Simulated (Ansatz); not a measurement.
The starting structures come from a database of crystals and need not be the phases stable at ambient conditions.

**Evanescent states of BaTi(BO3)2 (R-3, not sure to be the ambient phase, 10 atoms a cell, 12.5 Å³ an atom, -5 GPa at this level) along the normal of (001)**

The numbers are results of r2SCAN (plane waves, PAW; Ansatz, an electronic-structure program), not measurements.

The gap is the functional's own. No spin-orbit coupling. Mid-gap values are interpolated on the energy grid.

Energies count from the valence-band top; κ is the least over a 12×12 mesh across the current.

| E (eV) | κ (1/Å) | where |
|---|---|---|
| 0.07 | 0.335 | Γ |
| 0.21 | 0.466 | off Γ |
| 0.35 | 0.493 | off Γ |
| 0.49 | 0.511 | off Γ |
| 0.63 | 0.526 | off Γ |
| 0.77 | … | off Γ |
| 0.91 | … | Γ |
| 1.05 | … | Γ |
| 1.19 | … | Γ |
| 1.33 | … | Γ |
| 1.47 | … | Γ |
| 1.61 | … | Γ |
| 1.75 | … | Γ |
| 1.89 | … | Γ |
| 2.03 | 0.493 | Γ |
| 2.17 | 0.485 | Γ |
| 2.31 | 0.476 | Γ |
| 2.45 | 0.463 | Γ |
| 2.59 | 0.445 | Γ |
| 2.73 | 0.404 | Γ |

What belongs in the gaps?


- 0.77, κ (1/Å): 0.535
- 0.91, κ (1/Å): 0.532
- 1.05, κ (1/Å): 0.529
- 1.19, κ (1/Å): 0.525
- 1.33, κ (1/Å): 0.521
- 1.47, κ (1/Å): 0.516
- 1.61, κ (1/Å): 0.512
- 1.75, κ (1/Å): 0.506
- 1.89, κ (1/Å): 0.500
